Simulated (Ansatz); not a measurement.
Amorphous cells of 8 compositions: the gap between the highest filled and lowest empty level at the zone centre, by PBE and by a single point of r2SCAN on the same geometry (PBE, scalar-relativistic without spin-orbit coupling (plane waves to 420 eV, PAW; Ansatz, a first-principles code); r2SCAN at 500 eV). The networks come from melt-quench runs on the CHGNet potential at compositions and starting densities chosen by hand, with anions pushed apart in the CHGNet dynamics, and DFT then relaxed them. The cells are small and were quenched far faster than real films, so single cells scatter. Defect or tail levels can set these gaps. The rows are the first to finish with both values and no moments.

```json
[
 {"cell": "A (Ti20O41Cu2, 3.74 g/cm3)", "PBE gap x (eV)": "1.13", "r2SCAN gap y (eV)": "1.19"},
 {"cell": "B (Ti20O41Ag2, 3.87 g/cm3)", "PBE gap x (eV)": "2.34", "r2SCAN gap y (eV)": "2.61"},
 {"cell": "C (Ti20O41Zn, 3.45 g/cm3)", "PBE gap x (eV)": "2.61", "r2SCAN gap y (eV)": "2.97"},
 {"cell": "D (Ti20O41Li2, 3.56 g/cm3)", "PBE gap x (eV)": "2.64", "r2SCAN gap y (eV)": "withheld"},
 {"cell": "E (Ti20O41Be, 3.42 g/cm3)", "PBE gap x (eV)": "2.67", "r2SCAN gap y (eV)": "3.01"},
 {"cell": "F (Si24O51Lu2, 2.64 g/cm3)", "PBE gap x (eV)": "4.10", "r2SCAN gap y (eV)": "4.69"},
 {"cell": "G (Si24O53P2, 2.21 g/cm3)", "PBE gap x (eV)": "4.14", "r2SCAN gap y (eV)": "4.80"},
 {"cell": "H (Si24O53Ta2, 2.65 g/cm3)", "PBE gap x (eV)": "4.17", "r2SCAN gap y (eV)": "4.67"}
]
```

**Question.** Fit a straight line through the 7 full rows and predict the withheld value for D (Ti20O41Li2, 3.56 g/cm3).

**Answer.** Means: x = 3.023, y = 3.420. Slope = Σ(Δx Δy) / Σ(Δx²) = 9.448 / 8.068 = 1.17; the r.m.s. residual is 0.047. Prediction: 3.420 + 1.17 × (2.64 − 3.023) = 2.97. The run gave 2.99, 0.02 above the line.
